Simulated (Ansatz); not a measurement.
The parent structure is WGe in the rock salt structure (space group Fm-3m, No. 225; a = 5.098 Å; a hypothetical phase, not in the database extracts checked).

Modification: cell and atoms relaxed at a pressure of 15 GPa.

Levels (all Ansatz, an electronic-structure program, PAW, earlier PAW set): PBEsol (420 eV, scalar-relativistic without spin-orbit coupling); PBEsol+SOC (420 eV, noncollinear with spin-orbit coupling).

The geometry is relaxed with PBEsol.

- PBEsol pressure: 15.0 GPa

With PBEsol+SOC at the same geometry, the pressure increases by 0.15 GPa (15.0 GPa → 15.1 GPa).

Single points use the geometry relaxed with PBEsol. The spin-orbit shifts are approximate. Load acts through the strain it causes; cell and atoms are relaxed under it. Whether these cells are dynamically stable was not tested. No other phases were tried under pressure. The runs without spin-orbit coupling are not spin-polarised. WGe has a high density of states at the Fermi level and may be magnetic at this level.
